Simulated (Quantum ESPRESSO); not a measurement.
Equation of state of WC-type WC (space group 187): energy against volume (Quantum ESPRESSO, PBEsol)

```xyz
2
Lattice="2.8255 0.0000 0.0000 -1.4128 2.4470 0.0000 0.0000 0.0000 2.7575" Properties=species:S:1:pos:R:3 pbc="T T T"
W      0.0000     0.0000     0.0000
C      0.0000     1.6313     1.3788
```

Method of the run: PBEsol, GBRV 1.5 ultrasoft (PBESOL) pseudopotentials (plane waves; Quantum ESPRESSO 7.5). Settings: ecutwfc = 52 Ry; ecutrho = 416 Ry; occupations = smearing; smearing = fermi-dirac; degauss = 0.0036749 Ry; potentials = {W: w_pbesol_v1.2.uspp.F.UPF, C: c_pbesol_v1.2.uspp.F.UPF}; K_POINTS = automatic 23 23 21 0 0 0; conv_thr = 1e-10 Ry. The cell above is the first row's. The rows scale it uniformly. In all rows fractional positions and the k mesh are held. E is the free energy at the stated smearing, counted from the lowest row.

```csv
V (Å^3/atom),E (meV/atom)
9.533,85.81
9.740,44.34
9.947,17.14
10.154,2.79
10.362,0.00
10.569,7.62
10.776,24.62
10.983,50.04
11.191,?
```

Using the third-order Birch-Murnaghan form, a cubic in V^(-2/3), estimate the missing E at V = 11.191 from the other rows, showing the fit.

With u = V^(-2/3) - 0.212, the rows have u = 0.010423, 0.007261, 0.004208, 0.001260, -0.001604, -0.004360, -0.007028, -0.009611. Least squares gives E = 0.207 + 1205.47·u + 668439·u² + 369481·u³. Residuals (row less fit): 0.002, -0.003, -0.003, 0.002, 0.008, -0.007, -0.003, 0.002; standard error 0.006 (degrees of freedom: 4). Its minimum lies at u = -0.000902, so V0 = (0.211098)^(-3/2) = 10.31. There d²E/du² = 1335000 and d³E/du³ = 2217000, so B0 = (4/9) × 10.31^(-7/3) × 1335000 × 0.160218 = 411 GPa (the last factor turns the table's units into GPa), and B0' = 4 + (2/3) × 0.211098 × (2217000)/1335000 = 4.2. The program's pressures in the fitted runs (not shown) pass through zero at V = 10.30, 0.06 % from this V0. At the withheld row, u = -0.012127, so E = 0.207 + 1205.47 × (-0.012127) + 668439 × (-0.012127)² + 369481 × (-0.012127)³ = 83.233 meV/atom. The calculation gives 83.05 meV/atom, 0.183 meV/atom below the prediction (0.2 % of the range of E in the table). The row lies outside the fitted rows, so this is an extrapolation. From the scatter of the fitted rows alone, a prediction at this place has a standard error of 0.015 meV/atom, so the miss is 11.9 times that.

Carrying the step between the two nearest rows on in a straight line would have given 75.58, off by 7.47; series whose last step already gives the withheld value aren't shown. The scan was laid around a cell of about the measured size, scaled by a guess for this functional; axis ratios and inner coordinates come from that cell. The runs keep the symmetry of the cell, so they don't test it for distortions. Spin polarisation is off. Spin-orbit coupling is off. The shape of the cell and the inner coordinates aren't relaxed, so V0 and B0 belong to this uniform scaling; a relaxed crystal lies no higher in energy and is usually softer. Cutoffs and mesh are single choices, not tested for convergence of this quantity. Series with a scatter that would blur these digits, or in which a gap closes, are not shown. Nor are scans whose minimum lies at an end fitted in this form.

Terms beyond the fitted order, or numerical noise in single rows, can give a miss of this size; the table doesn't tell which.
